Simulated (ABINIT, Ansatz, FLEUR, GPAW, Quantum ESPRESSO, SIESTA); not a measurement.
**Code comparison for FePt (P4/mmm, 2 atoms in the cell)**

Self-consistent single point.

```yaml
crystal:
  lattice:
    - [2.79374, 0.00000, 0.00000]
    - [0.00000, 2.79374, 0.00000]
    - [0.00000, 0.00000, 3.82743]
  atoms:
    - { symbol: Fe, position: [0.00000, 0.00000, 0.00000], spin: 4.0 }
    - { symbol: Pt, position: [0.50000, 0.50000, 0.50000], spin: 1.0 }
```
(The spins are starting values, not results.)

Shared settings, as Ansatz (an electronic-structure program) writes them: kpoints.mp_grid.grid = 4 4 3; scf.occupations.method = fermi_dirac; scf.occupations.width = 0.136 eV. Potentials and cutoffs stand in the table.

```json
[
 {"code": "Ansatz", "model": "PBE, PAW files", "pressure (GPa)": "-11.63", "size of the net moment (μB/atom)": "1.67", "cutoff": "420 eV"},
 {"code": "FLEUR", "model": "PBE, all-electron FLAPW (FLEUR), scalar-relativistic valence", "pressure (GPa)": "–", "size of the net moment (μB/atom)": "1.68", "cutoff": "Kmax 4 1/bohr"},
 {"code": "SIESTA", "model": "GGA PBE, numerical atomic orbitals DZP, PseudoDojo PBE standard norm-conserving potentials (rewritten from UPF to PSML)", "pressure (GPa)": "-12.46", "size of the net moment (μB/atom)": "1.70", "cutoff": "grid 300 Ry"},
 {"code": "Quantum ESPRESSO", "model": "PBE, GBRV 1.5 ultrasoft (PBE) pseudopotentials", "pressure (GPa)": "-11.68", "size of the net moment (μB/atom)": "1.69", "cutoff": "50 Ry"},
 {"code": "ABINIT", "model": "PBE, norm-conserving pseudopotentials (PseudoDojo nc-sr-05 PBE standard)", "pressure (GPa)": "-11.31", "size of the net moment (μB/atom)": "1.69", "cutoff": "45 Ha"},
 {"code": "GPAW", "model": "PBE, GPAW PAW datasets PBE (gpaw-data 1.0.1)", "pressure (GPa)": "-11.20", "size of the net moment (μB/atom)": "1.68", "cutoff": "800 eV"}
]
```

A dash marks a value that a program does not give, or that is left out as unsure.

On Ansatz's run: spin-orbit coupling is off. The magnetic order is the one reached from the typed start; others were not searched systematically.

The spread over the programs that give each value: pressure within 1.26 GPa; size of the net moment within 0.03 μB/atom.

SIESTA uses small atom-centred bases, whose incompleteness enters pressures, forces and empty levels differently from a plane-wave cutoff. FLEUR treats all electrons, but the usual bases taken here (sphere radii, linearisation, local orbitals, empty states) were not tested for convergence, so the values are no reference for the others. Ansatz's pressure is given at a fixed set of plane waves, as the other plane-wave codes print theirs; with its correction for the finite basis it is -11.52 GPa.

On the base mesh (12 12 9) the same programs gave: Ansatz pressure -10.64 GPa; Quantum ESPRESSO pressure -10.58 GPa; ABINIT pressure -10.02 GPa; GPAW pressure -10.23 GPa; SIESTA pressure -11.31 GPa.

The values differ from the base mesh's, so the mesh still matters here: the table compares the programs at equal settings.

The starting cell comes from a database of computed structures (which also holds hypothetical and non-ambient phases and stackings), without a prior relaxation at this level. Its lattice was rescaled by a random factor within 2.5 % of one.

Keys are those of Ansatz 0.2.
